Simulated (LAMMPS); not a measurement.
LAMMPS 22 Jul 2025 runs on several systems. Levels: (1) classical MD, EAM (NiAlH_jea.eam.alloy); (2) classical MD, MEAM (library.meam); (3) classical MD, Stillinger-Weber (GaN.sw); (4) classical MD, EAM (Cu_mishin1.eam.alloy); (5) classical MD, Tersoff (SiC.tersoff); (6) classical MD, Buckingham with full ionic charges. Common settings: task = MD, nve, shape (slab and sphere leave vacuum in the box) = bulk, neighbor skin = 2 Å, neigh_modify = every 1 delay 0 check yes, thermo = 100, newton = on (default), atom_modify sort (bins of 2 Å where set) = 1000 (default), comm_style = brick (default).

Hardware: Arm Neoverse V2, 96 cores on 1 socket, no SMT, 1 L3 cache group. Times are wall-clock medians of two to five runs, from launch to exit, with nothing else on the machine. Unless noted, each process is bound to its own block of adjacent cores. The times hold for this build (PyPI wheel: MPICH, OPENMP and OPT packages). Scratch files lie in a memory file system. A preparatory run goes ahead and isn't timed.

```
no.             system                     kind  level                           potential  replicate  temperature  steps  timestep  kspace_style  kspace_accuracy    layout  wall time
---  -----------------  -----------------------  -----  ----------------------------------  ---------  -----------  -----  --------  ------------  ---------------  --------  ---------
1     NiAl, 5488 atoms              metal, bulk    (1)            EAM, NiAlH_jea.eam.alloy   14×14×14        800 K   5000      2 fs       not set          not set  32 ranks      1.6 s
2      Si, 32768 atoms  group-14 elements, bulk    (2)                  MEAM, library.meam   16×16×16        800 K    300      1 fs       not set          not set  32 ranks     0.86 s
3    GaN, 110592 atoms           compound, bulk    (3)            Stillinger-Weber, GaN.sw   24×24×24        800 K    600      1 fs       not set          not set  32 ranks      5.7 s
4    Cu, 2916000 atoms              metal, bulk    (4)           EAM, Cu_mishin1.eam.alloy   90×90×90        800 K    100      2 fs       not set          not set  32 ranks       13 s
5     SiC, 21952 atoms  group-14 elements, bulk    (5)                Tersoff, SiC.tersoff   14×14×14        800 K   1500      1 fs       not set          not set  32 ranks      2.1 s
6    MgO, 110592 atoms           compound, bulk    (6)  Buckingham with full ionic charges   24×24×24       1200 K    150      1 fs          pppm           0.0001  32 ranks      3.9 s
```

Changes, each made alone in every run:
A. skin: 2 Å → 4 Å

### Question
Where does each change pay in wall time (bar: 15 %), and where does it cost?

### Answer
- A helps for no system and costs for 2, 3, 4, 5; within the bar or the scatter: 1, 6.

| no. | before | A (ratio) |
|---|---|---|
| 1 | 1.6 s | 1.8 s (1.1) |
| 2 | 0.86 s | 1.2 s (1.4) |
| 3 | 5.7 s | 6.6 s (1.2) |
| 4 | 13 s | 15 s (1.2) |
| 5 | 2.1 s | 2.8 s (1.3) |
| 6 | 3.9 s | 4.3 s (1.1) |

Pairs with a ratio agree in their result (bars such as 1.0 meV/atom in energy, 10 meV/Å in forces on 48 atoms, 0.20 meV an atom in drift of the total energy).
